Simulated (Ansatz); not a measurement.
A computed series for CuI: response to strain

Start from CuI in the zinc blende structure (space group F-43m, No. 216; a = 5.939 Å). Axes: x, y, z lie along the cube axes.

Strains are applied to the cell and any free atomic positions relax; under biaxial strain the out-of-plane vector relaxes too.

Computed with Ansatz (an electronic-structure program) PBEsol, no spin-orbit coupling.

Notes on the quantities. in-plane stress: mean in-plane stress (compression positive).

```json
[
 {"case": "base", "out-of-plane strain": "–", "band gap": "1.17 eV", "in-plane stress": "–"},
 {"case": "biaxial strain −2.50 %, plane normal [111], relaxed out of plane", "out-of-plane strain": "+2.15 %", "band gap": "1.20 eV", "in-plane stress": "+2.3 GPa"},
 {"case": "biaxial strain −2.08 %, plane normal [111], relaxed out of plane", "out-of-plane strain": "?", "band gap": "1.20 eV", "in-plane stress": "+1.9 GPa"},
 {"case": "biaxial strain −1.67 %, plane normal [111], relaxed out of plane", "out-of-plane strain": "+1.41 %", "band gap": "1.20 eV", "in-plane stress": "+1.5 GPa"},
 {"case": "biaxial strain −1.25 %, plane normal [111], relaxed out of plane", "out-of-plane strain": "+1.05 %", "band gap": "1.19 eV", "in-plane stress": "+1.1 GPa"},
 {"case": "biaxial strain −0.83 %, plane normal [111], relaxed out of plane", "out-of-plane strain": "+0.69 %", "band gap": "1.19 eV", "in-plane stress": "+0.7 GPa"},
 {"case": "biaxial strain +0.42 %, plane normal [111], relaxed out of plane", "out-of-plane strain": "-0.34 %", "band gap": "1.15 eV", "in-plane stress": "?"},
 {"case": "biaxial strain +0.83 %, plane normal [111], relaxed out of plane", "out-of-plane strain": "-0.67 %", "band gap": "1.13 eV", "in-plane stress": "-0.7 GPa"},
 {"case": "biaxial strain +1.25 %, plane normal [111], relaxed out of plane", "out-of-plane strain": "-1.00 %", "band gap": "1.11 eV", "in-plane stress": "-1.1 GPa"},
 {"case": "biaxial strain +2.08 %, plane normal [111], relaxed out of plane", "out-of-plane strain": "-1.63 %", "band gap": "1.07 eV", "in-plane stress": "-1.7 GPa"}
]
```

Q: Complete the table.

A: 
- biaxial strain −2.08 %, plane normal [111], relaxed out of plane, out-of-plane strain: +1.77 %
- biaxial strain +0.42 %, plane normal [111], relaxed out of plane, in-plane stress: -0.4 GPa

With I present, leaving out spin-orbit coupling can change the band edges. Stability against distortions was not tested. The final runs are not spin-polarised.
